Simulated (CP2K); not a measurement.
**Several settings converged on CrB₄ (Imm2, 5 atoms in the cell)**

```
CELL_PARAMETERS angstrom
      3.87189     0.00000     0.00000
     -0.04544     3.87163     0.00000
     -0.99697    -2.84138     2.43396
ATOMIC_POSITIONS crystal
  Cr 0.00919 0.00919 0.00000
  B  0.53800 0.34213 0.19587
  B  0.46200 0.65787 0.80413
  B  0.14626 0.34213 0.80413
  B  0.85374 0.65787 0.19587
```

Base method: PBEsol, GPW, DZVP-MOLOPT-SR-GTH basis, GTH-PBE potentials (GTH_POTENTIALS) (CP2K).

Base settings: CUTOFF = 600 Ry; REL_CUTOFF = 60 Ry; SMEAR/METHOD = GAUSSIAN; SIGMA = 0.1 eV; KPOINTS/SCHEME = MONKHORST-PACK 4 4 4; GAMMA_CENTERED = T; XC_FUNCTIONAL = PBE:PBESOL; Cr/BASIS_SET = DZVP-MOLOPT-SR-GTH-q14; Cr/POTENTIAL = GTH-PBE-q14; B/BASIS_SET = DZVP-MOLOPT-SR-GTH-q3.

Core times come from one kind of shared machine, to one figure; runs under 30 s give none.

**The k-point mesh**

Moved along: GAMMA_CENTERED.

The second cell is the first with its lattice scaled by 0.98.

Only quantities that move along the ladder and can be compared are tabulated.

| KPOINTS/SCHEME | free energy less the last step's (meV/atom) | energy of the compressed cell less the first (meV/atom) | pressure (GPa) | largest difference of a force vector from the last step's (eV/Å) |
|---|---|---|---|---|
| MONKHORST-PACK 2 2 2 | 56.82 | 37.56 | 4.13 | 1.838 |
| MONKHORST-PACK 3 3 3 | -4.33 | 29.75 | 1.37 | 0.096 |
| MONKHORST-PACK 4 4 4 | 8.79 | 31.55 | 2.01 | 0.235 |
| MONKHORST-PACK 5 5 5 | -2.11 | 30.38 | 1.60 | 0.060 |
| MONKHORST-PACK 6 6 6 | 0.16 | 30.70 | 1.71 | 0.044 |
| MONKHORST-PACK 8 8 8 | 0.00 | 30.67 | 1.70 | 0.000 |

Coarsest KPOINTS/SCHEME that holds the pressure within 1 GPa of the last step, with all finer ones: MONKHORST-PACK 3 3 3; the step before is off by 2.4 GPa.

Coarsest KPOINTS/SCHEME that holds the forces within 0.02 eV/Å: not settled: the last two steps still differ by 0.044 eV/Å, over half the tolerance, so the ladder does not show it.

Coarsest KPOINTS/SCHEME that holds the energy of the compressed cell less the first within 0.2 meV/atom of the last step, with all finer ones: MONKHORST-PACK 6 6 6; the step before is off by 0.29 meV/atom.

The energy difference between the two cells stays within 1 meV/atom of the last step's from MONKHORST-PACK 3 3 3 on, the total only from MONKHORST-PACK 6 6 6 on: much of the error is common to both cells and cancels.

**The k-point mesh at a smearing width of 0.05 eV**

In this ladder: SIGMA = 0.05 eV. Moved along: GAMMA_CENTERED.

The second cell is the first with its lattice scaled by 0.98.

Only quantities that move along the ladder and can be compared are tabulated.

| KPOINTS/SCHEME | free energy less the last step's (meV/atom) | energy of the compressed cell less the first (meV/atom) | pressure (GPa) | largest difference of a force vector from the last step's (eV/Å) |
|---|---|---|---|---|
| MONKHORST-PACK 5 5 5 | -2.41 | 30.38 | 1.60 | 0.067 |
| MONKHORST-PACK 6 6 6 | 0.09 | 30.68 | 1.70 | 0.053 |
| MONKHORST-PACK 7 7 7 | -0.74 | 30.60 | 1.67 | 0.035 |
| MONKHORST-PACK 8 8 8 | 0.00 | 30.66 | 1.70 | 0.000 |

Coarsest KPOINTS/SCHEME that holds the pressure within 0.05 GPa of the last step, with all finer ones: MONKHORST-PACK 6 6 6; the step before is off by 0.10 GPa.

Coarsest KPOINTS/SCHEME that holds the energy of the compressed cell less the first within 0.2 meV/atom of the last step, with all finer ones: MONKHORST-PACK 6 6 6; the step before is off by 0.28 meV/atom.

Coarsest KPOINTS/SCHEME that holds the forces within 0.02 eV/Å: not settled: the last two steps still differ by 0.035 eV/Å, over half the tolerance, so the ladder does not show it.

The energy difference between the two cells stays within 1 meV/atom of the last step's from MONKHORST-PACK 5 5 5 on, the total only from MONKHORST-PACK 6 6 6 on: much of the error is common to both cells and cancels.

**The width of Gaussian smearing**

In this ladder: KPOINTS/SCHEME = MONKHORST-PACK 7 7 7; GAMMA_CENTERED = default.

Narrow widths need finer meshes than wide ones, so the last steps can hold mesh noise.

Only quantities that move along the ladder and can be compared are tabulated; pressure and forces are left out, as mesh noise rules them at narrow widths.

```csv
SIGMA,free energy less the last step's (meV/atom),energy extrapolated to zero width less the last step's (meV/atom),core time / last (rough)
1 eV,-39.97,9.86,0.9
0.5 eV,-7.16,1.45,0.9
0.2 eV,-0.61,0.09,0.9
0.1 eV,0.00,0.00,1
```

Widest SIGMA that holds the energy extrapolated to zero width within 0.5 meV/atom of the last step, with all finer ones: 0.2 eV; the step before is off by 1.5 meV/atom.

Widest SIGMA that holds the free energy within 5 meV/atom of the last step, with all finer ones: 0.2 eV; the step before is off by 7.2 meV/atom.

The extrapolation to zero width removes most of the smearing's effect on the energy.

On the base run: the starting cell comes from a database of computed structures (which also holds hypothetical and non-ambient phases and stackings), without a prior relaxation at this level. Its lattice was rescaled by up to half a per cent. One atom was moved a little off its site on purpose. Spin polarisation is off. Values carry the incompleteness of an atom-centred basis. The potentials were made for another functional than the one used. In the base run, forces exceed 1 eV/Å. Without a gap this mesh is coarse (it stands for a supercell whose shortest vector is 11 Å).

Left out of this page: 1 run of the series outside the window shown, repeating another row's setting, or not comparable.
